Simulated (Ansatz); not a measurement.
Take ZrS2 in the CdI2 type structure (space group P-3m1, No. 164; a = 3.674 Å, c = 5.860 Å; layered, stacked along the Cartesian z axis) as the base.

The values are results of plane-wave PAW DFT at the r2SCAN+rVV10 level (Ansatz, a program for electronic structure, 500 eV), without spin-orbit coupling, not measurements.

Before the change:

Band gap: 1.17 eV
Width of the top valence band: 1.97 eV
Smallest direct gap: 1.81 eV

It is then changed as follows: every lattice vector is stretched by 5.50 %; the atoms relax in the strained cell.

Question: What does the calculation give for the band gap, largest internal atomic displacement, width of the top valence band and smallest direct gap after the change?

Answer: The band gap increases by 0.465 eV to 1.63 eV; the largest internal atomic displacement is 0.169 Å; the width of the top valence band shrinks by 0.376 eV, from 1.97 eV to 1.60 eV; the smallest direct gap stays essentially unchanged (1.81 eV against 1.80 eV).

Stability against distortions was not tested.
